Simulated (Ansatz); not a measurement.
# Cs2O2: pressure series

Base system: Cs₂O₂ (space group Immm, No. 71; a = 4.3143 Å, b = 6.4594 Å, c = 7.5460 Å; a cell from a computed database, its experimental status unchecked; with O–O pairs, as in a peroxide).

Cell and atoms are relaxed at each pressure.

Computed with r2SCAN/PAW in Ansatz (a first-principles code), scalar-relativistic without spin-orbit coupling, earlier PAW set.

Notes on the quantities. enthalpy: H = E + PV relative to the base's energy.

```json
[
 {"change": "base", "enthalpy": "–", "band gap": "2.13 eV", "electron mass": "0.57 mₑ along a, 0.71 mₑ along b, 0.52 mₑ along c (off the special points)"},
 {"change": "pressure −2 GPa", "enthalpy": "-0.35 eV/atom", "band gap": "1.87 eV", "electron mass": "0.61 mₑ along a, 1.2 mₑ along b, 0.54 mₑ along c (off the special points)"},
 {"change": "pressure −1 GPa", "enthalpy": "-0.17 eV/atom", "band gap": "2.03 eV", "electron mass": "0.60 mₑ along a, 0.78 mₑ along b, 0.52 mₑ along c (off the special points)"},
 {"change": "pressure 0.3 GPa", "enthalpy": "+0.05 eV/atom", "band gap": "2.16 eV", "electron mass": "0.57 mₑ along a, 0.69 mₑ along b, 0.52 mₑ along c (off the special points)"},
 {"change": "pressure 0.7 GPa", "enthalpy": "+0.11 eV/atom", "band gap": "___", "electron mass": "0.56 mₑ along a, 0.68 mₑ along b, 0.52 mₑ along c (off the special points)"},
 {"change": "pressure 1.5 GPa", "enthalpy": "+0.24 eV/atom", "band gap": "2.25 eV", "electron mass": "0.55 mₑ along a, 0.66 mₑ along b, 0.52 mₑ along c (off the special points)"},
 {"change": "pressure 3 GPa", "enthalpy": "+0.47 eV/atom", "band gap": "2.34 eV", "electron mass": "0.65 mₑ along k, 0.52 mₑ across (off the special points)"},
 {"change": "pressure 5 GPa", "enthalpy": "+0.76 eV/atom", "band gap": "2.35 eV", "electron mass": "0.40 mₑ along a, 1.8 mₑ along b, 0.78 mₑ along c (at X)"},
 {"change": "pressure 7.5 GPa", "enthalpy": "+1.11 eV/atom", "band gap": "2.34 eV", "electron mass": "0.35 mₑ along a, 2.1 mₑ along b, 0.77 mₑ along c (at X)"},
 {"change": "pressure 10 GPa", "enthalpy": "+1.44 eV/atom", "band gap": "2.34 eV", "electron mass": "0.32 mₑ along a, 2.6 mₑ along b, 0.76 mₑ along c (at X)"}
]
```

### Question
What belongs in the blanks?

### Answer

- pressure 0.7 GPa, band gap: 2.19 eV

Load acts through the strain it causes; cell and atoms are relaxed under it. Masses are band curvatures over ±0.01 Å⁻¹ around the edge. Along k means along the line from Γ to the band edge. No phonon test of stability was made. Competing high-pressure phases were not computed.
